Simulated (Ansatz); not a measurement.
The parent structure is BP in the zinc blende structure (space group F-43m, No. 216; a = 4.5366 Å). Axes: x, y, z lie along the cube axes.

All numbers come from r2SCAN, PAW, 500 eV (Ansatz, a quantum-chemistry and plane-wave program; scalar-relativistic without spin-orbit coupling).

Before the change:

| Property | Value |
|---|---|
| Band gap | 1.41 eV |
| Smallest direct gap | 3.60 eV |

Perturbation: a free-standing slab of 4 layers (8 atoms, 2 a layer) is cut normal to [110], with 15 Å of vacuum and the in-plane cell held at bulk.

### Question
What happens to the band gap and smallest direct gap?

### Answer
The band gap drops by 0.54 eV (1.41 eV → 0.87 eV); the smallest direct gap decreases by 1.806 eV (3.60 eV → 1.80 eV).

No phonon test of stability was made.
